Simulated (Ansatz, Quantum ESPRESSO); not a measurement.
## Code comparison for YbC₂ (I4/mmm, 3 atoms in the cell)

Zone-centre phonon calculation.

```
CELL_PARAMETERS angstrom
     -1.90793     1.90793     3.21379
      1.90793    -1.90793     3.21379
      1.90793     1.90793    -3.21379
ATOMIC_POSITIONS crystal
  Yb 0.00000 0.00000 0.00000
  C  0.59808 0.59808 0.00000
  C  0.40192 0.40192 0.00000
```

Shared settings, as Ansatz (a first-principles code) writes them: kpoints.mp_grid.grid = 8 8 8; scf.occupations.method = fermi_dirac; scf.occupations.width = 0.01 eV. Potentials and cutoffs stand in the table.

| code | model | highest zone-centre frequency (cm⁻¹) | cutoff |
|---|---|---|---|
| Ansatz | LDA (PW92), PAW files made with PBE | 1809 | default |
| Quantum ESPRESSO | LDA (PZ), SSSP 1.1.2 efficiency (PBE) pseudopotentials | 1822 | 50 Ry |

On Ansatz's run: spin-orbit coupling is off. Spin polarisation is off.

The spread over the programs that give each value: highest zone-centre frequency within 13.0 cm⁻¹.

The same LDA comes in different parametrisations, which differ slightly.

The starting cell comes from a database of computed structures (which also holds hypothetical and non-ambient phases and stackings), without a prior relaxation at this level.

Keys are those of Ansatz 0.2.
